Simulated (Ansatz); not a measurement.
An Ansatz (a quantum-chemistry and plane-wave program) input (plane-wave PAW DFT at the r2SCAN level (Ansatz, 500 eV), no spin-orbit coupling):

Ansatz 0.2 input:
```yaml
crystal:
  lattice:
    - [2.6896874272, 0, 0]
    - [1.3448437136, 2.3293376402, 0]
    - [0, 0, 4.271803308]
  atoms:
    - { symbol: Ru, position: [0.3333333333, 0.3333333333, 0.75] }
    - { symbol: Ru, position: [0.6666666667, 0.6666666667, 0.25] }
basis: { ecutwfc: 500, ecutrho_ratio: 4, xc_grid: 4, fft_grid_basis: typed }
kpoints: { mp_grid: { grid: [20, 20, 11] } }
hamiltonian:
  xc: r2scan
  dispersion: none
  pseudopotentials: { kind: paw }
scf: { occupations: { method: fermi_dirac, width: 0.05 } }
relax: { f_tol: 0.005, max_steps: 50, cell: { stress_tol: 0.01, fix: [a, b, gamma] } }
output: { forces: true, stress: true }
checkpoint: { write: state.ck, write_every: 1000 }
```

Problem. Which symmetry and how many k-points will the program report, and about how many plane waves at Γ?

Solution. Space group P63/mmc (ITA 194) with 24 operations, k-points 264 of 4400, and 687 plane waves at Γ.

Problem. And the final pressure?

Solution. 2.70 GPa (compression positive).

The cells carry an imposed strain or load. Whether these cells are dynamically stable was not tested. The final runs are not spin-polarised. The cell was made from Ru in the hcp (Mg type) structure (space group P6_3/mmc, No. 194) by this change: biaxial strain −0.55 %, plane normal [001], relaxed out of plane.
